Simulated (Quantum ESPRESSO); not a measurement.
# Converging the k-point mesh: Pb (Fm-3m, 1 atom in the cell)

```yaml
crystal:
  lattice:
    - [-2.46758, 0.00000, 2.46758]
    - [0.00000, 2.46758, 2.46758]
    - [-2.46758, 2.46758, 0.00000]
  atoms:
    - { symbol: Pb, position: [0.00000, 0.00000, 0.00000] }
```

Level of theory: PBE, GBRV 1.5 ultrasoft (PBE) pseudopotentials (plane waves; Quantum ESPRESSO 7.5).

Base settings: ecutwfc = 40 Ry; ecutrho = 200 Ry; occupations = smearing; smearing = gaussian; degauss = 0.0073499 Ry; potentials = {Pb: pb_pbe_v1.uspp.F.UPF}; K_POINTS = automatic 12 12 12 0 0 0; conv_thr = 1e-10 Ry.

The second cell is the first with its lattice scaled by 0.98.

Only quantities that move along the ladder and can be compared are tabulated.

The count of work is k-points × plane waves × bands × iterations; it is no time. 

The starting cell has typed, rounded lattice constants, without a prior relaxation at this level. Its lattice was rescaled by up to half a per cent.

| K_POINTS | free energy less the last step's (meV/atom) | energy of the compressed cell less the first (meV/atom) | pressure (GPa) | count of work / last |
|---|---|---|---|---|
| automatic 2 2 2 0 0 0 | -1710.04 | -53.41 | -6.26 | 0.0024 |
| automatic 3 3 3 0 0 0 | 269.39 | 30.34 | 1.55 | 0.0028 |
| automatic 4 4 4 0 0 0 | 164.33 | 43.14 | 2.17 | 0.0056 |
| automatic 5 5 5 0 0 0 | 31.73 | 44.19 | 2.22 | 0.0069 |
| automatic 6 6 6 0 0 0 | 102.49 | 60.81 | 3.63 | 0.0095 |
| automatic 7 7 7 0 0 0 | -9.05 | 55.94 | 3.23 | 0.014 |
| automatic 8 8 8 0 0 0 | -13.36 | 52.67 | 2.95 | 0.020 |
| automatic 9 9 9 0 0 0 | -16.39 | 48.48 | 2.58 | 0.024 |
| automatic 10 10 10 0 0 0 | 1.39 | 46.52 | 2.46 | 0.033 |
| automatic 11 11 11 0 0 0 | -3.20 | 47.37 | 2.56 | 0.033 |
| automatic 12 12 12 0 0 0 | 14.37 | 51.76 | 3.00 | 0.043 |
| automatic 13 13 13 0 0 0 | 2.46 | 49.06 | 2.71 | 0.058 |
| automatic 15 15 15 0 0 0 | -1.00 | 48.86 | 2.69 | 0.083 |
| automatic 16 16 16 0 0 0 | -1.63 | 49.08 | 2.64 | 0.086 |
| automatic 18 18 18 0 0 0 | 3.73 | 48.98 | 2.70 | 0.14 |
| automatic 22 22 22 0 0 0 | 0.32 | 49.54 | 2.74 | 0.23 |
| automatic 25 25 25 0 0 0 | 0.26 | 49.25 | 2.71 | 0.32 |
| automatic 28 28 28 0 0 0 | -0.13 | 49.41 | 2.71 | 0.43 |
| automatic 31 31 31 0 0 0 | 0.09 | 49.72 | 2.74 | 0.57 |
| automatic 34 34 34 0 0 0 | 0.12 | 49.50 | 2.73 | 0.74 |
| automatic 38 38 38 0 0 0 | 0.00 | 49.65 | 2.74 | 1.0 |

Coarsest K_POINTS that holds the energy of the compressed cell less the first within 1 meV/atom of the last step, with all finer ones: automatic 13 13 13 0 0 0, at 0.058 of the last step's count of work; the step before is off by 2.1 meV/atom.

Coarsest K_POINTS that holds the free energy within 5 meV/atom of the last step, with all finer ones: automatic 13 13 13 0 0 0, at 0.058 of the last step's count of work; the step before is off by 14 meV/atom.

Coarsest K_POINTS that holds the pressure within 0.2 GPa of the last step, with all finer ones: automatic 13 13 13 0 0 0, at 0.058 of the last step's count of work; the step before is off by 0.26 GPa.

The energy difference between the two cells stays within 1 meV/atom of the last step's from automatic 13 13 13 0 0 0 on, the total only from automatic 22 22 22 0 0 0 on: much of the error is common to both cells and cancels.
